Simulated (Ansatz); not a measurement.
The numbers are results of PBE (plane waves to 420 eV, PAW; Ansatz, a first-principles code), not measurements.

Plane-averaged electrostatic potential energy along the normal, in eV from the Fermi level, for a constructed model of the (110) surface of bcc Ta, a cell of two sites (a+b, b-a) layer of Bi, one a cell, on the site that continues the host's stacking (bottom of the slab: a bare face, its two planes held):

```
z (Å)  V (eV)
-----  ------
3.73     4.78
4.02     4.78
4.31     4.77
4.59     4.76
4.88     4.75
5.17     4.72
5.45     4.66
5.74     4.54
6.03     4.32
6.31     3.88
6.60     3.06
6.89     1.54
7.18    -1.34
7.46    -6.48
7.75   -13.07
8.04   -18.59
8.32   -19.01
8.61   -13.90
8.90    -7.13
9.19    -2.30
9.47    -1.45
9.76    -5.02
10.05  -11.35
10.33  -17.58
10.62  -19.26
10.91  -14.98
11.19   -8.21
11.48   -2.96
11.77   -1.42
12.06   -4.42
12.34  -10.45
12.63  -16.88
12.92  -19.30
13.20  -15.67
13.49   -8.98
13.78   -3.37
14.06   -1.14
14.35   -3.35
14.64   -8.94
14.93  -15.65
15.21  -19.31
15.50  -16.92
15.79  -10.48
16.07   -4.43
16.36   -1.36
16.65   -2.74
16.94   -7.85
17.22  -14.60
17.51  -19.11
17.80  -17.75
18.08  -11.68
18.37   -5.38
18.66   -1.87
18.94   -2.97
19.23   -8.00
19.52  -14.70
19.81  -19.19
20.09  -18.00
20.38  -12.19
20.67   -5.83
20.95   -1.44
21.24   -0.18
21.53   -1.84
21.81   -6.27
22.10  -10.14
22.39  -10.83
22.68   -8.01
22.96   -2.96
23.25    0.81
23.54    2.63
23.82    3.50
24.11    3.91
24.40    4.10
24.69    4.19
24.97    4.24
25.26    4.26
25.55    4.27
25.83    4.27
26.12    4.28
26.41    4.28
26.69    4.28
```

Slab: 13 atoms, 14.6 Å thick at the start; k 11x8x1, smearing 0.1 eV, dipole-corrected; 4 atoms held, the rest relaxed; symmetry of the start imposed; no spin, no spin-orbit, no U. It is one candidate, not shown to be the stable structure of the face.

Q: The surface cell has an area of 15.58 Å². What dipole along the normal does the step between the two vacuum levels imply?

A: the top vacuum level lies 0.50 eV below the bottom one; p = −ε₀ A ΔV (ε₀ = 0.005526 e/(V·Å)) gives 0.04 e·Å a cell.
